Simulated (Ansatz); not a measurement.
## PBE against r2SCAN: hypothetical P-3m1 Ca3P2

Take Ca₃P₂ (space group P-3m1, No. 164; a = 4.675 Å, c = 7.039 Å; a hypothetical phase, not in the database extracts checked) as the base.

(Cell as relaxed with PBE.)

Levels (all Ansatz, a quantum-chemistry and plane-wave program, PAW): PBE (420 eV, spin-orbit coupling left out); r2SCAN (500 eV, without spin-orbit coupling).

Each level relaxes its own structure.

```json
[
 {"quantity": "volume per atom", "PBE": "26.65 Å³", "r2SCAN": "?"},
 {"quantity": "lattice parameter a", "PBE": "4.675 Å", "r2SCAN": "?"},
 {"quantity": "lattice parameter c", "PBE": "7.039 Å", "r2SCAN": "?"},
 {"quantity": "band gap", "PBE": "1.39 eV", "r2SCAN": "?"},
 {"quantity": "gap character", "PBE": "indirect, Γ → K", "r2SCAN": "?"},
 {"quantity": "electron mass", "PBE": "0.69 mₑ along c, 0.91 mₑ across", "r2SCAN": "?"},
 {"quantity": "hole mass", "PBE": "0.22 mₑ along c, 2.3 mₑ across", "r2SCAN": "?"}
]
```

Q: Given the PBE results, estimate those of r2SCAN.

A: 
- volume per atom, r2SCAN: 26.52 Å³
- lattice parameter a, r2SCAN: 4.670 Å
- lattice parameter c, r2SCAN: 7.019 Å
- band gap, r2SCAN: 1.68 eV
- gap character, r2SCAN: indirect, Γ → K
- electron mass, r2SCAN: 0.67 mₑ along c, 0.89 mₑ across
- hole mass, r2SCAN: 0.25 mₑ along c, 2.3 mₑ across

PBE's volume per atom lies 0.136 Å³ above r2SCAN's (0.5 %); PBE's lattice parameter a lies 0.005 Å above r2SCAN's (0.1 %); PBE's lattice parameter c lies 0.020 Å above r2SCAN's (0.3 %); PBE's band gap lies 0.296 eV below r2SCAN's; the two agree on the gap character. Neither level is exact; r2SCAN is the comparison here, not a measurement.

Effective masses come from finite differences of ±0.01 Å⁻¹. No phonon test of stability was made.
